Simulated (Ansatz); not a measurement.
The parent structure is PbO$_{2}$ in the rutile structure (space group P4_2/mnm, No. 136; a = 4.998 Å, c = 3.411 Å). Axes: x, y, z lie along a, b, c of the conventional cell.

Calculations: plane-wave PAW DFT at the PBEsol level (Ansatz, an electronic-structure program, 420 eV), without spin-orbit coupling.

For the base:

* **Pressure**: 0.0 GPa

The change: uniaxial strain ε_zz = +0.60 %, all other strain components held at zero; the atoms relax in the strained cell.

Problem. Estimate the effect on the pressure and energy relative to the base.

Solution. The pressure (mean of the normal stresses, compression positive) goes from zero to -1.0 GPa; the energy goes up by 0.4 meV/atom.

No phonon test of stability was made. The final runs are not spin-polarised. Gaps under 0.05 eV, about the width of the smearing, are given as zero.
